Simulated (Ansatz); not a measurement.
Results of r²SCAN (PAW; Ansatz, a program for electronic structure) for C (model structure, started from the beta-W type, Pm-3n, No. 223, 8 atoms in the cell).

Settings: plane-wave cutoff 560 eV, 14×14×14 k mesh, Fermi–Dirac smearing 0.05 eV, scalar-relativistic PAW data made under PBE.

Cell (relaxed at this level):

```
CELL_PARAMETERS angstrom
      3.90010     0.00000     0.00000
      0.00000     3.90010     0.00000
      0.00000     0.00000     3.90010
ATOMIC_POSITIONS crystal
  C  0.25000 0.00000 0.50000
  C  0.75000 0.00000 0.50000
  C  0.00000 0.50000 0.25000
  C  0.00000 0.50000 0.75000
  C  0.50000 0.25000 0.00000
  C  0.50000 0.75000 0.00000
  C  0.00000 0.00000 0.00000
  C  0.50000 0.50000 0.50000
```

Problem. What does this level give for the bulk modulus?

Solution. 
- bulk modulus = 150 GPa

The run finds no gap.

Note: the bulk modulus is −V dP/dV from two relaxed cells at ±2 % in volume; the relaxation could raise the start's symmetry but not lower it, so the cell can be a saddle point.

The result took about 90 core-seconds (a rough figure).

A model structure was made by putting elements into a prototype or built by hand; it is no filed structure, need not be a known phase, and can be a saddle point held by its symmetry.
